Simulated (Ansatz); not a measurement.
Here is the system:

```xyz
4
Lattice="3.0931 0.0000 0.0000 -1.5466 2.6787 0.0000 0.0000 0.0000 4.9426" Properties=species:S:1:pos:R:3 pbc="T T T"
Al     0.0000     1.7858    -0.0184
Al     1.5466     0.8929     2.4529
N      0.0000     1.7858     1.8719
N      1.5466     0.8929     4.3432
```

Level of theory: PBE with spin-orbit coupling, rigid bands (plane waves, PAW; Ansatz, a program for electronic structure). Condition of this run: hydrostatic pressure of 4.5 GPa (compression positive) (the target of the relaxation). Geometry: cell and atoms relaxed with PBEsol, then loaded as said.

Q: Predict the hole conductivity mass (n e² τ/σ) at 300 K, by direction if it differs.

A: 3.7 (x), 3.7 (y), 0.41 (z) mₑ.

Q: Predict the electron conductivity mass (n e² τ/σ) at 300 K, by direction if it differs.

A: 0.32 (x), 0.32 (y), 0.31 (z) mₑ.

Q: And the band gap?

A: 4.35 eV at this level; semilocal functionals usually fall short of the measured gap.

Rigid bands, one relaxation time for all states, no polarons. Geometry: cell and atoms relaxed with PBEsol.
